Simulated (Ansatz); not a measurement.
Base system: V3Si in the A15 (Cr3Si type) structure (space group Pm-3n, No. 223; a = 4.650 Å). Axes: x, y, z lie along the cube axes.

Level of theory: PBEsol (Ansatz, a quantum-chemistry and plane-wave program, PAW, spin-orbit coupling left out).

Base values:

The pressure is 0.0 GPa and the volume per atom is 12.56 Å³. The band gap is zero.

One thing is altered: biaxial strain −1.25 %, plane normal [110], relaxed out of plane (Cartesian); in-plane vectors clamped, the third vector and the atoms free.

Question: Predict the new pressure, energy relative to the base, volume per atom and band gap.

Answer: The pressure (mean of the normal stresses, compression positive) goes from zero to 2.8 GPa; the energy grows by 3.8 meV/atom; the volume per atom decreases by 0.159 Å³, from 12.56 Å³ to 12.41 Å³; the band gap stays zero.

Without a gap, meshes like the base's 10×10×10 leave anisotropic stresses uncertain by several tenths of a GPa, and small strain energies with them. Whether these cells are dynamically stable was not tested. Starting moments died away, wholly or in part, for the base; another magnetic solution may exist. All final runs are without spin polarisation.
